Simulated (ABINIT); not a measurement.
Worked example: self-consistent single point of MgZnCu (Imma, 6 atoms in the cell) in ABINIT.

Computed with LDA (PW92), PAW (JTH v2.0 LDA PAW) (plane waves; ABINIT).

The change in words: lattice scaled by 0.98. Reference geometry:
```yaml
crystal:
  lattice:
    - [-2.53499, 2.56596, 3.58238]
    - [2.53499, -2.56596, 3.58238]
    - [2.53499, 2.56596, -3.58238]
  atoms:
    - { symbol: Mg, position: [0.12315, 0.87315, 0.25000] }
    - { symbol: Mg, position: [0.87685, 0.12685, 0.75000] }
    - { symbol: Zn, position: [0.50000, 0.50000, 0.50000] }
    - { symbol: Zn, position: [0.50000, 0.00000, 0.00000] }
    - { symbol: Cu, position: [0.50000, 0.50000, 0.00000] }
    - { symbol: Cu, position: [0.00000, 0.50000, 0.50000] }
```

Reference input (self-consistent single point, DFT, LDA (PW92), plane waves, PAW (JTH v2.0 LDA PAW)): pseudos = [Mg.LDA_PW-JTH.xml, Zn.LDA_PW-JTH.xml, Cu.LDA_PW-JTH.xml]; ecut = 816 eV; pawecutdg = 1633 eV; pawxcdev = 0; ixc = 7; occopt = 3; tsmear = 0.1 eV; ngkpt = 5 5 5; nshiftk = 1; shiftk = 0 0 0; potentials = JTH v2.0 LDA PAW; nband = 52. This run's input differs from it in these lines:

```diff
@@ -3,7 +3,7 @@
 pseudos "Mg.LDA_PW-JTH.xml, Zn.LDA_PW-JTH.xml, Cu.LDA_PW-JTH.xml"
-acell 9.6067521869 9.6067521869 9.6067521869
+acell 9.4146165131 9.4146165131 9.4146165131
 rprim
-        -0.4986536974    0.5047443708    0.7046826309
-         0.4986536974   -0.5047443708    0.7046826309
-         0.4986536974    0.5047443708   -0.7046826309
+        -0.4986537027    0.5047444286    0.7046825857
+         0.4986537027   -0.5047444286    0.7046825857
+         0.4986537027    0.5047444286   -0.7046825857
 natom 6
```

Output (repeated stretches shortened):

```
--- !BeginCycle
solver: {iscf: 17, nstep: 60, nline: 4, wfoptalg: 10, }
tolerances: {toldfe: 1.00E-09, }
...

     iter   Etot(hartree)      deltaE(h)  residm     nres2
 ETOT  1  -644.89482040884    -6.449E+02 6.810E+00 2.248E+02
 ETOT  2  -653.13275924349    -8.238E+00 1.097E+00 4.990E+02
 ETOT  3  -652.27578308042     8.570E-01 6.570E-01 2.169E+01
 ETOT  4  -652.29078202664    -1.500E-02 2.415E-01 3.832E+00
 ETOT  5  -652.28764522817     3.137E-03 1.582E-01 2.975E+00
   [... 10 lines left out ...]
 ETOT 16  -652.28034440090    -1.068E-08 7.108E-04 3.005E-06
 ETOT 17  -652.28034439938     1.520E-09 1.565E-03 2.379E-07
 ETOT 18  -652.28034439955    -1.653E-10 4.483E-04 5.772E-08
 ETOT 19  -652.28034439950     4.741E-11 8.025E-04 2.906E-09
 At SCF step   19, etot is converged :
  for the second time, diff in etot=  4.741E-11 < toldfe=  1.000E-09

 Cartesian components of stress tensor (hartree/bohr^3)
  sigma(1 1)=  1.09307909E-04  sigma(3 2)=  0.00000000E+00
  sigma(2 2)=  1.42137266E-04  sigma(3 1)=  0.00000000E+00
  sigma(3 3)=  1.41352720E-04  sigma(2 1)=  0.00000000E+00

 ----iterations are completed or convergence reached----

 reduced coordinates (array xred) for    6 atoms
       0.123150000000      0.873150000000      0.250000000000
       0.876850000000      0.126850000000      0.750000000000
       0.500000000000      0.500000000000      0.500000000000
       0.500000000000      0.000000000000     -0.000000000000
       0.500000000000      0.500000000000      0.000000000000
       0.000000000000      0.500000000000      0.500000000000
   [... lines left out ...]
 Fermi (or HOMO) energy (hartree) =   0.30067   Average Vxc (hartree)=  -0.38972
   [... lines left out ...]
'-kT*entropy'       : -1.73203085354518E-03
total_energy        : -6.52280350827303E+02
total_energy_eV     : -1.77494510106972E+04
...

-Cartesian components of stress tensor (GPa)         [Pressure= -3.8522E+00 GPa]
- sigma(1 1)=  3.21594918E+00  sigma(3 2)=  0.00000000E+00
- sigma(2 2)=  4.18182205E+00  sigma(3 1)=  0.00000000E+00
- sigma(3 3)=  4.15873991E+00  sigma(2 1)=  0.00000000E+00

 Calculation completed.
```

The run converged in 19 iterations. Against the reference run the free energy goes down by 34.3 meV/atom, the pressure goes from -8.34 to -3.85 GPa and the largest force hardly changes (0.036 to 0.035 eV/Å).

The starting cell comes from a database of computed structures (which also holds hypothetical and non-ambient phases and stackings), without a prior relaxation at this level. Its lattice was rescaled by a random factor within 2.5 % of one. For this run, on top of that: lattice scaled by 0.98. Spin polarisation is off. With a pressure of about -4 GPa the cell is away from its equilibrium volume at this level.

Cost on one core of a shared machine: roughly 8 min.
